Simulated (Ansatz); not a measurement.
Input and output of a self-consistent single point for NbRu3 (P4mm, 4 atoms in the cell) (Ansatz, a first-principles code).

Method of the run: LDA (PW92), harder PAW files (source: ansatz) made with PBE (plane waves; Ansatz).

The change in words: lattice scaled by 0.98; basis.ecutwfc: 30.9 Ry → 77.9 Ry; hamiltonian.pseudopotentials: {kind: paw} (the program's default PAW files) → {kind: paw, source: ansatz}. Reference geometry:
```xyz
4
Lattice="3.8657 0.0000 0.0000 0.0000 3.8657 0.0000 0.0000 0.0000 3.8657" Properties=species:S:1:pos:R:3 pbc="T T T"
Nb     0.0000     0.0000     0.0500
Ru     0.0000     1.9328     1.9328
Ru     1.9328     0.0000     1.9328
Ru     1.9328     1.9328     0.0000
```

Reference input (self-consistent single point, DFT, LDA (PW92), plane waves, default PAW files made with PBE): basis.ecutwfc = 30.9 Ry; kpoints.mp_grid.grid = 7 7 7; hamiltonian.xc = lda; hamiltonian.pseudopotentials = {kind: paw} (the program's default PAW files); scf.occupations.method = gaussian; scf.occupations.width = 0.0073 Ry. This run's input differs from it in these lines:

Ansatz 0.2 input:
```diff
@@ -3,5 +3,5 @@
   lattice:
-    - [3.865684, 0.000000, 0.000000]
-    - [0.000000, 3.865684, 0.000000]
-    - [0.000000, 0.000000, 3.865684]
+    - [3.788370, 0.000000, 0.000000]
+    - [0.000000, 3.788370, 0.000000]
+    - [0.000000, 0.000000, 3.788370]
   atoms:
@@ -12,3 +12,3 @@
 basis:
-  ecutwfc: 30.9 Ry
+  ecutwfc: 77.9 Ry
 kpoints:
@@ -17,3 +17,3 @@
   xc: lda
-  pseudopotentials: { kind: paw }
+  pseudopotentials: { kind: paw, source: ansatz }
 scf:
```

Log, with long lists cut:

```
SCF iter   1: F=—  HF=-21732.610037 eV  |F-HF|=—  |Δ(HF+E_count)|=         —  Δρ=1.70e-1  dr2=2.02e1  ethr=3.10e-3  ⟨swp⟩=5.2  Hψ=4830  notcnv=0
all-band conjugate gradients solve this SCF's bands
preconditioner: auto → Kerker (q_TF=auto, 2.781 Å⁻¹)
SCF iter   2: F=—  HF=-21729.274988 eV  |F-HF|=—  |Δ(HF+E_count)|=    3.34e0  Δρ=7.51e-2  dr2=3.48e0  ethr=3.10e-3  ⟨swp⟩=2.8  Hψ=2943  notcnv=0  defer=71
   [... lines left out ...]
SCF iter   5: F=—  HF=-21728.549041 eV  |F-HF|=—  |Δ(HF+E_count)|=   3.62e-4  Δρ=5.08e-4  dr2=1.32e-4  ethr=2.23e-6  ⟨swp⟩=2.2  Hψ=2181  notcnv=0  defer=61
SCF iter   6: F=—  HF=-21728.549014 eV  |F-HF|=—  |Δ(HF+E_count)|=   2.72e-5  Δρ=8.26e-5  dr2=4.56e-6  ethr=2.17e-7  ⟨swp⟩=2.0  Hψ=1921  notcnv=0  defer=61
SCF iter   7: F=—  HF=-21728.548828 eV  |F-HF|=—  |Δ(HF+E_count)|=   1.86e-4  Δρ=2.36e-5  dr2=3.67e-7  ethr=7.48e-9  ⟨swp⟩=2.1  Hψ=2028  notcnv=0  defer=61
SCF iter   8: F=-21728.548828 eV  HF=-21728.548828 eV  |F-HF|=1.12e-8  |Δ(HF+E_count)|=   8.33e-8  Δρ=5.34e-6  dr2=1.51e-8  ethr=1.64e-10  ⟨swp⟩=10.6  Hψ=6206  notcnv=0
SCF 1 converged in 8 iterations: F = -21728.548828 eV  dr2 = 1.51e-8
Free energy (F): -21728.548828 eV
Internal energy: -21728.527278 eV  (E = F + TS)
E sigma→0 (E₀):  -21728.538053 eV
Entropy (-TS):   -0.021549 eV (-5.387 meV/atom)
Fermi energy:    23.412643 eV
--- Forces (eV/Å), atoms counted from 1 ---
  atom   1  Nb     0.00000000     0.00000000    -0.53044061
  atom   2  Ru    -0.00000000     0.00000000     0.26845413
  atom   3  Ru    -0.00000000     0.00000000     0.26845413
  atom   4  Ru     0.00000000     0.00000000    -0.00646740
--- Stress (GPa, compression-positive) ---
       10.458087       0.000000       0.000000
        0.000000      10.458087       0.000000
        0.000000       0.000000      10.453910
  P = ⅓ Tr σ = 10.4567 GPa (104.567 kbar)
  The stress holds the Pulay correction. Without it, at fixed plane waves, as pw.x and ABINIT print it: P = 10.3770 GPa
```

The run converged in 8 iterations. Against the reference run the pressure goes from -8.58 to 10.46 GPa and the largest force goes from 0.382 to 0.530 eV/Å.

The starting cell comes from a database of computed structures (which also holds hypothetical and non-ambient phases and stackings), without a prior relaxation at this level. Its lattice was rescaled by up to half a per cent. One atom was moved a little off its site on purpose. For this run, on top of that: lattice scaled by 0.98. Spin polarisation is off. Ansatz's pressure includes its estimate of the finite-basis (Pulay) stress.
